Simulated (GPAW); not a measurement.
## Input and output of a self-consistent single point for CaAu₂ (Imma, 6 atoms in the cell) (GPAW)

Method of the run: PBEsol, GPAW PAW datasets PBEsol (made by gpaw-setup) (plane waves; GPAW 25.7.0).

Input as run:

```python
from ase import Atoms
from ase.units import GPa
from gpaw import GPAW

atoms = Atoms(['Ca', 'Ca', 'Au', 'Au', 'Au', 'Au'],
              cell=[[-2.254734, 3.487906, 4.087444],
                    [2.254734, -3.487906, 4.087444],
                    [2.254734, 3.487906, -4.087444]],
              scaled_positions=[[0.707700, 0.457700, 0.250000],
                                [0.292300, 0.542300, 0.750000],
                                [0.300650, 0.839900, 0.460750],
                                [0.699350, 0.160100, 0.539250],
                                [0.879150, 0.839900, 0.039250],
                                [0.120850, 0.160100, 0.960750]],
              pbc=True)

calc = GPAW(mode={'name': 'pw', 'ecut': 550},
            xc='PBEsol',
            kpts=(5, 5, 5),
            occupations={'name': 'methfessel-paxton', 'width': 0.1, 'order': 0},
            nbands=-14,
            convergence={'density': 1e-05},
            symmetry={'symmorphic': False, 'tolerance': 0.0005},
            maxiter=100)

atoms.calc = calc

energy = atoms.get_potential_energy()
print('Energy (eV):', round(energy, 6))
forces = atoms.get_forces()
print('Forces (eV/Ang):')
print(forces.round(5))
stress = atoms.get_stress()
print('Stress (GPa, Voigt):', (stress / GPa).round(4))
```

The program printed (abridged):

```
Input parameters:
  convergence: {density: 1e-05}
  kpts: [5 5 5]
  maxiter: 100
  mode: {ecut: 550,
         name: pw}
  nbands: -14
  occupations: {name: methfessel-paxton,
                order: 0,
                width: 0.1}
  symmetry: {symmorphic: False,
             tolerance: 0.0005}
  xc: PBEsol

species:
  Ca:
    name: Calcium
    Z: 20.0
    valence: 10
    core: 10
    charge: 0.0
    file: Ca.PBEsol.gz

    # Using partial waves for Ca as LCAO basis

  Au:
    name: Gold
    Z: 79.0
    valence: 11
    core: 68
    charge: 0.0
    file: Au.PBEsol.gz

    # Using partial waves for Au as LCAO basis

Reference energy: -2102797.728048  # eV

Spin-paired calculation

Convergence criteria:
 Maximum [total energy] change in last 3 cyles: 0.0005 eV / valence electron
 Maximum integral of absolute [dens]ity change: 1e-05 electrons / valence electron
 Maximum integral of absolute [eigenst]ate change: 4e-08 eV^2 / valence electron
 Maximum number of scf [iter]ations: 100

Symmetries present (total): 8
Symmetries with fractional translations: 4
125 k-points: 5 x 5 x 5 Monkhorst-Pack grid
27 k-points in the irreducible part of the Brillouin zone
       k-points in crystal coordinates                weights
   0:     0.00000000    0.00000000    0.00000000          1/125
   1:     0.20000000   -0.20000000   -0.20000000          2/125
   2:     0.20000000   -0.20000000    0.00000000          4/125
   [... 7 lines left out ...]
          ...
  26:     0.40000000    0.40000000    0.40000000          8/125

Wave functions: Plane wave expansion
  Cutoff energy: 550.000 eV
  Number of coefficients (min, max): 3743, 3788
  Pulay-stress correction: 0.000000 eV/Ang^3 (de/decut=0.000000)

Occupation numbers: Methfessel-Paxton:
  width: 0.1000  # eV
  order: 0

Eigensolver

Densities:
  Coarse grid: 32*32*32 grid
  Fine grid: 64*64*64 grid
  Total Charge: 0.000000

Density mixing:
  Method: separate
  Backend: pulay
  Linear mixing parameter: 0.05
  old densities: 5
  Damping of long wavelength oscillations: 50

Hamiltonian:
  XC and Coulomb potentials evaluated on a 64*64*64 grid
  External potential:
    NoExternalPotential

XC parameters: PBEsol with 2 nearest neighbor stencil

Number of atoms: 6
Number of atomic orbitals: 46
Number of bands in calculation: 46
Number of valence electrons: 64
Bands to converge: occupied

Density initialized from atomic densities
  46 bands from LCAO basis set

Atomic positions and initial magnetic moments

Positions:
   0 Ca     0.000000    1.743953    3.741646    ( 0.0000,  0.0000,  0.0000)
   1 Ca     2.254734    1.743953    0.345798    ( 0.0000,  0.0000,  0.0000)
   2 Au     2.254734   -0.273801    2.778644    ( 0.0000,  0.0000,  0.0000)
   3 Au    -0.000000    3.761707    1.308800    ( 0.0000,  0.0000,  0.0000)
   4 Au    -0.000000    0.273801    6.866088    ( 0.0000,  0.0000,  0.0000)
   5 Au     2.254734    3.214105   -2.778644    ( 0.0000,  0.0000,  0.0000)

Unit cell:
           periodic     x           y           z      points  spacing
  1. axis:    yes   -2.254734    3.487906    4.087444    32     0.1658
  2. axis:    yes    2.254734   -3.487906    4.087444    32     0.1234
  3. axis:    yes    2.254734    3.487906   -4.087444    32     0.1183

  Lengths:   5.827222   5.827222   5.827222
  Angles:  134.472629 106.467209  90.914765

Effective grid spacing dv^(1/3) = 0.1577

     iter     time        total  log10-change:
                         energy   eigst   dens
iter:   1 --:--:--   -26.188765
iter:   2 --:--:--   -26.114003   -0.57  -1.30
iter:   3 --:--:--   -24.301741   -1.42  -1.32
iter:   4 --:--:--   -23.953083   -1.46  -1.59
iter:   5 --:--:--   -24.011670   -2.26  -1.84
iter:   6 --:--:--   -23.858085   -2.45  -1.98
iter:   7 --:--:--   -23.834312   -2.49  -2.24
iter:   8 --:--:--   -23.829375c  -3.62  -2.59
iter:   9 --:--:--   -23.829091c  -5.12  -2.88
iter:  10 --:--:--   -23.830672c  -4.41  -2.89
iter:  11 --:--:--   -23.829158c  -4.25  -2.75
iter:  12 --:--:--   -23.828700c  -4.41  -3.16
iter:  13 --:--:--   -23.828639c  -5.78  -3.29
iter:  14 --:--:--   -23.828617c  -5.24  -3.35
iter:  15 --:--:--   -23.828539c  -5.39  -3.63
iter:  16 --:--:--   -23.828540c  -7.12  -4.17
iter:  17 --:--:--   -23.828540c  -7.89c -4.14
iter:  18 --:--:--   -23.828540c  -7.38  -4.13
iter:  19 --:--:--   -23.828542c  -7.28  -4.14
iter:  20 --:--:--   -23.828540c  -7.34  -4.10
iter:  21 --:--:--   -23.828538c  -7.41c -4.18
iter:  22 --:--:--   -23.828537c  -8.21c -4.19
iter:  23 --:--:--   -23.828533c  -6.72  -4.23
iter:  24 --:--:--   -23.828533c  -7.97c -4.84
iter:  25 --:--:--   -23.828533c  -8.93c -4.87
iter:  26 --:--:--   -23.828533c  -8.51c -4.95
iter:  27 --:--:--   -23.828533c  -8.55c -5.16c

Converged after 27 iterations.

Dipole moment: (0.000000, 0.000000, -0.000000) |e|*Ang

Energy contributions relative to reference atoms: (reference = -2102797.728048)

Kinetic:        -38.220806
Potential:      +34.714548
External:        +0.000000
XC:             -19.851801
Entropy (-ST):   -0.011388
Local:           -0.464780
SIC:             +0.000000
--------------------------
Free energy:    -23.834227
Extrapolated:   -23.828533

Showing only first 2 kpts
 Kpt  Band  Eigenvalues  Occupancy
  0    30      6.18151    2.00000
  0    31      7.95325    0.00000
  0    32      8.43951    0.00000
  0    33      8.51219    0.00000

  1    30      6.00315    2.00000
  1    31      6.34546    2.00000
  1    32      7.33578    1.74426
  1    33      8.18618    0.00000

Fermi level: 7.41615

No gap
No difference between direct/indirect transitions
Energy (eV): -23.828533

Forces in eV/Ang:
  0 Ca    0.00000    0.00000   -0.00471
  1 Ca    0.00000    0.00000    0.00471
  2 Au    0.00000   -0.02727   -0.00766
  3 Au    0.00000    0.02727    0.00766
  4 Au    0.00000    0.02727   -0.00766
  5 Au    0.00000   -0.02727    0.00766

Stress tensor:
    -0.022504     0.000000     0.000000
     0.000000    -0.008994    -0.000000
     0.000000    -0.000000    -0.016574
Stress (GPa, Voigt): [-3.6055 -1.441  -2.6554 -0.      0.      0.    ]
```

The run converged in 27 iterations. GPAW prints stress with tension positive.

The starting cell comes from a database of computed structures (which also holds hypothetical and non-ambient phases and stackings), without a prior relaxation at this level. Its lattice was rescaled by a random factor within 2.5 % of one. Spin-orbit coupling is off.

Cost on one core of a shared machine: roughly 80 s.
